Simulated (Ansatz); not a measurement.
The parent structure is Ru in the hcp (Mg type) structure (space group P6_3/mmc, No. 194; a = 2.676 Å, c = 4.224 Å; relaxed with 0.1 eV smearing). Axes: x lies along a and z along c of the hexagonal cell.

Method: Kohn–Sham DFT with the LDA functional, run in Ansatz (a quantum-chemistry and plane-wave program) with PAW and 420 eV plane waves, without spin-orbit coupling.

For the base:

```
Property    Value
--------  -------
Pressure  0.0 GPa
```

Modification: uniaxial strain ε_zz = +1.00 %, all other strain components held at zero, atoms relaxed at fixed cell.

Q: Predict the new pressure.

A: The pressure (mean of the normal stresses, compression positive) goes from zero to -3.7 GPa.

Whether these cells are dynamically stable was not tested. The final runs are not spin-polarised.
